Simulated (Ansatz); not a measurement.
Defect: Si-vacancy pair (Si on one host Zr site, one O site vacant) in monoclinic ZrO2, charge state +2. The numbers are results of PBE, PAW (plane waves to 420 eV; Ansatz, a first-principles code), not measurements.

Cell of 96 host sites held at the relaxed PBE lattice; the Γ point alone; Fermi-Dirac width 0.01 eV, spin-restricted; finite-size errors left in. Energies are static. The charge state is imposed; whether it is stable for some Fermi level was not computed. Forms of the defect that were not tried may lie lower. The start lies 0.36 eV above the lowest site run (PBE).

Barriers: single points on a 2×2×2 k-point mesh shifted by half a step at the bands' geometries.

Relaxed starting cell (atoms counted from 1):

```
Zr31O63Si
1.0
   10.37868     0.00000     0.00000
    0.00000    10.48354     0.00000
   -1.80708     0.00000    10.60481
Si Zr O
1 31 63
Direct
  0.14294   0.27059   0.31026
  0.13660   0.23076   0.85663
  0.13674   0.72840   0.35709
  0.14004   0.73048   0.85945
  0.63631   0.22737   0.35630
  0.63540   0.23009   0.85478
  0.63069   0.72241   0.35453
  0.63968   0.72895   0.85563
  0.36838   0.27324   0.14151
  0.35533   0.26283   0.63686
  0.36241   0.77469   0.14998
  0.36546   0.76601   0.64613
  0.86383   0.27315   0.14469
  0.86275   0.26950   0.64424
  0.86203   0.77446   0.14488
  0.86145   0.77264   0.64463
  0.36104   0.47512   0.39400
  0.36543   0.47713   0.88995
  0.35501   0.98469   0.40254
  0.36637   0.97616   0.90221
  0.86560   0.47650   0.39480
  0.86000   0.47787   0.89250
  0.84257   0.96843   0.39222
  0.86433   0.98140   0.89555
  0.13758   0.02630   0.11264
  0.14417   0.00979   0.62560
  0.13397   0.52993   0.09896
  0.13178   0.52545   0.60803
  0.64000   0.02256   0.10494
  0.63417   0.02157   0.60779
  0.63967   0.52332   0.10409
  0.63674   0.51846   0.60441
  0.03011   0.09876   0.93565
  0.02863   0.59291   0.42755
  0.02771   0.59332   0.92543
  0.52793   0.09085   0.42887
  0.53327   0.08919   0.92983
  0.52945   0.58380   0.42786
  0.53375   0.58860   0.92640
  0.47204   0.41050   0.06974
  0.45948   0.40774   0.57053
  0.47174   0.91077   0.07684
  0.46739   0.90924   0.57489
  0.96935   0.40977   0.06965
  0.96724   0.41101   0.57089
  0.96923   0.91643   0.07470
  0.96665   0.91913   0.56140
  0.47002   0.34312   0.31722
  0.46514   0.33614   0.81907
  0.46470   0.83719   0.32800
  0.47066   0.83771   0.82440
  0.99091   0.33934   0.32426
  0.96874   0.34199   0.81845
  0.97001   0.85050   0.32145
  0.97332   0.84828   0.81834
  0.04116   0.16973   0.20014
  0.03123   0.15828   0.67322
  0.03010   0.66559   0.17641
  0.03161   0.66506   0.67771
  0.53361   0.16109   0.17822
  0.52785   0.15862   0.67769
  0.52874   0.65947   0.17686
  0.53205   0.65783   0.67702
  0.22525   0.33562   0.45374
  0.22887   0.37346   0.98081
  0.22286   0.86204   0.49408
  0.22564   0.87414   0.99392
  0.72569   0.36909   0.48653
  0.72509   0.37374   0.98659
  0.72097   0.86724   0.48731
  0.72847   0.87422   0.98812
  0.27585   0.12672   0.02487
  0.26659   0.10303   0.53113
  0.27314   0.63113   0.01292
  0.27241   0.61662   0.51362
  0.77696   0.13094   0.01537
  0.77456   0.12366   0.51122
  0.77514   0.63024   0.01223
  0.77350   0.62543   0.51251
  0.26392   0.14740   0.28393
  0.27241   0.11974   0.77540
  0.27085   0.62286   0.26290
  0.27215   0.62169   0.76412
  0.77769   0.11943   0.26555
  0.77244   0.12305   0.76306
  0.77367   0.62121   0.26228
  0.77568   0.62308   0.76065
  0.21575   0.37934   0.22529
  0.22425   0.37616   0.72430
  0.22738   0.88954   0.24370
  0.23110   0.87381   0.74664
  0.73692   0.37605   0.23928
  0.72400   0.37743   0.73634
  0.72097   0.87510   0.23858
  0.72729   0.87801   0.73718
```
Cell charge +2.

End state 1 differs by these moves (Å; atoms that move under 0.08 Å are left out):

```csv
atom,element,Δx,Δy,Δz
1,Si,-0.06,-0.79,0.53
13,Zr,-0.01,-0.05,-0.10
17,Zr,-0.02,-0.04,-0.10
19,Zr,0.07,-0.13,0.03
21,Zr,-0.20,0.18,0.11
23,Zr,0.23,0.10,0.04
26,Zr,-0.02,0.11,-0.10
32,Zr,-0.11,-0.03,0.00
33,O,-0.06,0.09,0.13
34,O,0.00,-0.17,-0.11
41,O,-0.06,-0.03,-0.06
43,O,0.09,-0.10,-0.01
45,O,0.02,-0.13,-0.15
46,O,-0.03,0.09,0.09
47,O,0.02,-0.07,0.11
48,O,0.07,-0.03,0.02
52,O,0.44,-2.55,1.12
54,O,-0.01,-0.13,0.05
56,O,-0.05,0.38,0.23
57,O,-0.05,-0.03,0.13
63,O,-0.06,-0.04,0.03
64,O,-0.15,-0.15,-0.08
66,O,0.06,-0.05,-0.02
68,O,-0.08,0.01,0.03
70,O,0.10,0.03,0.00
73,O,0.25,-0.03,0.06
75,O,-0.05,-0.07,-0.03
80,O,-0.05,-0.25,0.02
88,O,0.30,0.14,-0.07
90,O,0.00,-0.09,-0.02
92,O,0.24,0.03,0.08
94,O,0.06,0.06,0.02
```

**Question.** Give the forward and backward barriers to end state 1 at the level PBE, PAW.

**Answer.** forward 1.10 eV, backward 1.27 eV; at the saddle point atom 52 has neighbours Si at 1.62 Å. The saddle point's order was not checked.

End state 2 differs by these moves (Å; atoms that move under 0.08 Å are left out):

```json
[
 {"atom": "1", "element": "Si", "Δx": "-0.37", "Δy": "-0.47", "Δz": "0.40"},
 {"atom": "2", "element": "Zr", "Δx": "0.01", "Δy": "0.09", "Δz": "0.16"},
 {"atom": "7", "element": "Zr", "Δx": "0.06", "Δy": "0.07", "Δz": "0.01"},
 {"atom": "9", "element": "Zr", "Δx": "-0.05", "Δy": "0.06", "Δz": "0.07"},
 {"atom": "14", "element": "Zr", "Δx": "-0.24", "Δy": "0.12", "Δz": "-0.04"},
 {"atom": "17", "element": "Zr", "Δx": "-0.07", "Δy": "-0.04", "Δz": "-0.04"},
 {"atom": "19", "element": "Zr", "Δx": "0.10", "Δy": "-0.01", "Δz": "-0.05"},
 {"atom": "23", "element": "Zr", "Δx": "0.24", "Δy": "0.17", "Δz": "0.04"},
 {"atom": "26", "element": "Zr", "Δx": "0.14", "Δy": "-0.04", "Δz": "-0.28"},
 {"atom": "32", "element": "Zr", "Δx": "-0.06", "Δy": "0.08", "Δz": "-0.06"},
 {"atom": "35", "element": "O", "Δx": "0.05", "Δy": "-0.07", "Δz": "-0.04"},
 {"atom": "37", "element": "O", "Δx": "-0.08", "Δy": "0.02", "Δz": "-0.02"},
 {"atom": "43", "element": "O", "Δx": "0.10", "Δy": "-0.09", "Δz": "-0.04"},
 {"atom": "45", "element": "O", "Δx": "-0.02", "Δy": "-0.08", "Δz": "0.00"},
 {"atom": "47", "element": "O", "Δx": "-0.01", "Δy": "0.11", "Δz": "0.19"},
 {"atom": "50", "element": "O", "Δx": "0.08", "Δy": "0.06", "Δz": "-0.06"},
 {"atom": "52", "element": "O", "Δx": "-0.09", "Δy": "-0.05", "Δz": "0.00"},
 {"atom": "53", "element": "O", "Δx": "-0.01", "Δy": "-0.12", "Δz": "-0.10"},
 {"atom": "54", "element": "O", "Δx": "0.03", "Δy": "-0.04", "Δz": "0.07"},
 {"atom": "55", "element": "O", "Δx": "-0.04", "Δy": "-0.07", "Δz": "0.06"},
 {"atom": "56", "element": "O", "Δx": "-0.08", "Δy": "-0.05", "Δz": "-0.05"},
 {"atom": "57", "element": "O", "Δx": "0.63", "Δy": "-0.48", "Δz": "-2.48"},
 {"atom": "61", "element": "O", "Δx": "0.08", "Δy": "0.04", "Δz": "0.01"},
 {"atom": "64", "element": "O", "Δx": "-0.10", "Δy": "-0.09", "Δz": "0.07"},
 {"atom": "68", "element": "O", "Δx": "-0.06", "Δy": "0.07", "Δz": "-0.01"},
 {"atom": "70", "element": "O", "Δx": "0.13", "Δy": "0.08", "Δz": "0.00"},
 {"atom": "73", "element": "O", "Δx": "0.39", "Δy": "-0.06", "Δz": "0.13"},
 {"atom": "77", "element": "O", "Δx": "0.02", "Δy": "0.09", "Δz": "0.03"},
 {"atom": "80", "element": "O", "Δx": "-0.14", "Δy": "-0.10", "Δz": "0.08"},
 {"atom": "81", "element": "O", "Δx": "-0.41", "Δy": "0.01", "Δz": "-0.15"},
 {"atom": "88", "element": "O", "Δx": "0.16", "Δy": "0.12", "Δz": "0.02"},
 {"atom": "93", "element": "O", "Δx": "-0.06", "Δy": "0.06", "Δz": "-0.02"},
 {"atom": "94", "element": "O", "Δx": "0.07", "Δy": "0.06", "Δz": "0.01"}
]
```

**Question.** Give the forward and backward barriers to end state 2 at the level PBE, PAW.

**Answer.** forward 1.29 eV, backward 0.48 eV; at the saddle point atom 57 has neighbours O at 2.52, O at 2.55; Zr at 2.02, Zr at 2.16 Å. The saddle point's order was not checked.
